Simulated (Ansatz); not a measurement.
Worked example: relaxation of cell and atoms of ZnPt (P4/mmm, 2 atoms in the cell) in Ansatz (a first-principles code).

Computed with PBEsol, default PAW files made with PBE (plane waves; Ansatz).

The change in words: atoms on their sites; basis.ecutwfc: 420 eV → 505 eV; relax: default → cell and atoms. Reference geometry:
```
CELL_PARAMETERS angstrom
      2.84231     0.00000     0.00000
      0.00000     2.84231     0.00000
      0.00000     0.00000     3.48408
ATOMIC_POSITIONS crystal
  Zn 0.50000 0.50000 0.51435
  Pt 0.00000 0.00000 0.00000
```

Reference input (self-consistent single point, DFT, PBEsol, plane waves, default PAW files made with PBE): basis.ecutwfc = 420 eV; kpoints.mp_grid.grid = 12 12 10; hamiltonian.xc = pbesol; hamiltonian.pseudopotentials = {kind: paw} (the program's default PAW files); scf.occupations.method = fermi_dirac; scf.occupations.width = 0.1 eV. This run's input differs from it in these lines:

Ansatz 0.2 input:
```diff
@@ -6,6 +6,6 @@
   atoms:
-    - { symbol: Zn, position: [0.500000, 0.500000, 0.514351] }
+    - { symbol: Zn, position: [0.500000, 0.500000, 0.500000] }
     - { symbol: Pt, position: [0.000000, 0.000000, 0.000000] }
 basis:
-  ecutwfc: 420.0 eV
+  ecutwfc: 505.0 eV
 kpoints:
@@ -21,2 +21,4 @@
     width: 0.1 eV
+relax:
+  cell: {}
 output:
```

Output, abridged:

```
   [... SCF lines of the steps left out ...]
relax step   1: F+E_penalty+E_count = -15665.87470348 eV  Δ(F+E_penalty+E_count) = +0.000e0 eV  max|allowed force component| = 3.254e-30 eV/Å  Δτ_max = 0.0000 Å  P = -1.653 GPa  Ω = 28.147 Å³  (6 SCF iters, dr2 threshold 1.00e-7 eV, accepted)
relax step   2: F+E_penalty+E_count = -15665.87563830 eV  Δ(F+E_penalty+E_count) = -9.348e-4 eV  max|allowed force component| = 1.183e-29 eV/Å  Δτ_max = 0.0000 Å  P = +0.860 GPa  Ω = 27.800 Å³  energy of the carried Pulay correction = +5.625e-5 eV  [...]
   [... lines left out ...]
relax step   4: F+E_penalty+E_count = -15665.87594962 eV  Δ(F+E_penalty+E_count) = -1.988e-6 eV  max|allowed force component| = 9.861e-32 eV/Å  Δτ_max = 0.0000 Å  P = -0.005 GPa  Ω = 27.915 Å³  energy of the carried Pulay correction = +3.731e-5 eV  [...]
relax step   5: F+E_penalty+E_count = -15665.87591319 eV  Δ(F+E_penalty+E_count) = +3.643e-5 eV  max|allowed force component| = 1.578e-30 eV/Å  Δτ_max = 0.0000 Å  P = -0.007 GPa  Ω = 27.915 Å³  stress off target by 2.40e-2 GPa  SCF on the basis [...]
basis re-selected at this cell: Δ(F+E_penalty+E_count) = +3.643e-5 eV, ΔP = -0.002 GPa vs the last step
the relaxation is at rest under the 16 symmetry operations that the run kept from its start: a minimum is not shown …
Stability not checked: this state was not tested for a lower state beside it, because too few of the mixer's solves of this state at the end of the SCF gave a …
Free energy (F): -15665.875913 eV
Internal energy: -15665.861536 eV  (E = F + TS)
   [... lines left out ...]
Fermi energy:    18.487588 eV
   [... lines left out ...]
to start a new deck from the relaxed geometry:
  cell:  # Å, volume = 27.9153 Å³
    - [2.834380327853623, -1.785508924136926e-34, 0.0]
    - [-1.785508924136926e-34, 2.834380327853623, 0.0]
    - [0.0, 0.0, 3.4747703348317076]
  atoms:
    - { symbol: Zn, position: [0.5, 0.5, 0.5] }
    - { symbol: Pt, position: [4.102619442641873e-36, -2.1009381823206364e-36, 0.0] }
```

The run converged.  The full log also holds: “iter 5 did not close the SCF: its close was put off for the readings that it lacked (scf_convergence_deferred on its scf_iter line)”. The full log also holds: “iter 4 did not close the SCF: its close was put off for the readings that it lacked (scf_convergence_deferred on its scf_iter line)”.

Summary of the result:
```
Property                                                                                    Value
-----------------------------------------------  ------------------------------------------------
Free energy E − TS (on the zero of these files)                                    -15665.8759 eV
Fermi level (on the code's own zero)                                                     18.49 eV
Pressure                                                                                -0.01 GPa
Final cell                                       a = b = 2.834 Å, c = 3.475 Å, α = β = γ = 90.00°
Final volume per atom                                                                    13.96 Å³
Relaxation steps                                                                                5
```

The starting cell comes from a database of computed structures (which also holds hypothetical and non-ambient phases and stackings), without a prior relaxation at this level. Its lattice was rescaled by up to half a per cent. Spin polarisation is off. The relaxation keeps the symmetry of its start, so its end need not be a minimum. Ansatz's pressure includes its estimate of the finite-basis (Pulay) stress.
